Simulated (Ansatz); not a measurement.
Effect of isotropic strain −2.00 % on CaSe

The reference is CaSe in the rock salt structure (space group Fm-3m, No. 225; a = 5.869 Å).

One thing is altered: every lattice vector is shortened by 2.00 %, atoms relaxed at fixed cell.

All numbers come from plane-wave PAW DFT at the PBEsol level (Ansatz, a first-principles code, 420 eV), scalar-relativistic without spin-orbit coupling. Settings: 10×10×10 k-points, 0.05 eV Fermi–Dirac smearing.

| quantity | base | changed | shift |
|---|---|---|---|
| volume per atom | 25.26 Å³ | 23.78 Å³ | -1.486 Å³ |
| shortest interatomic distance | 2.934 Å | 2.876 Å | -0.0587 Å |
| energy relative to the base (free energy F) | 0 meV/atom | +16 meV/atom | +16 meV/atom |
| pressure | 0.00 GPa | 3.57 GPa | +3.57 GPa |
| band gap | 1.88 eV | 1.71 eV | -0.17 eV |
| gap character | indirect, Γ → X | indirect, Γ → X | – |
| smallest direct gap | 2.85 eV | 2.73 eV | -0.113 eV |
| mean gap deformation potential ΔEg/Δln V | – | +2.8 eV | – |
| width of the top valence band | 1.75 eV | 1.89 eV | +0.14 eV |
| electron mass | 1.4 mₑ along k, 0.27 mₑ across (at X) | 1.4 mₑ along k, 0.25 mₑ across (at X) | – |
| hole mass (degenerate bands, along [100]) | 0.17, 0.91, 0.91 mₑ (at Γ) | 0.17, 0.84, 0.84 mₑ (at Γ) | – |

Final structure:

```
CELL_PARAMETERS angstrom
      0.00000     2.87557     2.87557
      2.87557     0.00000     2.87557
      2.87557     2.87557     0.00000
ATOMIC_POSITIONS crystal
  Ca 0.00000 0.00000 0.00000
  Se 0.50000 0.50000 0.50000
```

Masses are band curvatures over ±0.01 Å⁻¹ around the edge. Along k means along the line from Γ to the band edge. Semilocal Kohn–Sham gaps tend to fall short of experiment. Whether these cells are dynamically stable was not tested.
